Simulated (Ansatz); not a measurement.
Inside the gap of an insulator the Bloch states are evanescent, with a wavenumber k + iκ along the transport direction.

Given:

```xyz
5
Lattice="3.9949 0.0000 0.0000 0.0000 5.6496 0.0000 0.0000 2.8248 2.8248" Properties=species:S:1:pos:R:3 pbc="T T T"
K      1.9974     2.8248     0.0000
Ta     0.0000     0.0000     0.0000
O      0.0000     1.4124     1.4124
O      0.0000     4.2372     1.4124
O      1.9974     0.0000     0.0000
```

The cell is taken as given; by r2SCAN it stands under a pressure of -0.7 GPa.

Transport runs along the normal of the first two printed cell vectors, the (110) plane of the conventional cell.

The gap is the functional's own. No spin-orbit coupling. Mid-gap values are those at the computed energy nearest the middle.

Compute, with r2SCAN run with Ansatz (an electronic-structure program), the band gap and the smallest decay constant κ at mid-gap.

Gap 2.62 eV on a 10×10×10 mesh; κ = 0.240 1/Å, at the zone centre.
